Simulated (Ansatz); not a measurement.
SiC (F-43m), HSE06, rigid bands (Ansatz, an electronic-structure program): band gap 2.23 eV, N_c = 1.36e19 cm⁻³ and N_v = 1.43e20 cm⁻³ at 300 K, conductivity masses of 0.290 mₑ (electrons) and 0.641 mₑ (holes). Take k_BT = 0.02585 eV.

Problem. What built-in voltage has an abrupt junction with N_A = 1e16 and N_D = 1e17 cm⁻³, all dopants ionised?

Solution. V_bi = E_g/e − (k_BT/e) ln(N_c N_v/(N_A N_D)) = 2.23 − 0.02585 × 14.48 = 1.86 V. It follows the computed gap one for one.

Problem. A film of it is 5 nm thick. Estimate the confinement energies in an infinite well.

Solution. ħ²π²/(2m t²) = 0.376 eV·nm²/(m/mₑ × t²) gives 51.9 meV for electrons and 23.5 meV for holes, so the gap would widen to about 2.31 eV. Finite barriers and nonparabolic bands lower this, and with several valleys or bands the heaviest mass along the normal sets the lowest level, not this average.

Problem. What thermal injection velocity √(2k_BT/πm) limits a ballistic channel?

Solution. 9.99e6 cm/s for electrons and 6.72e6 cm/s for holes, a ratio of √(m_h/m_e) = 1.49, for dilute carriers.

Rigid, parabolic bands with the computed gap; masses take one relaxation time for all states. Spin-orbit coupling is left out; where it splits the top of the valence band, N_v and the p-type Seebeck coefficient come out somewhat high without it. Geometry: cell and atoms relaxed with PBEsol.
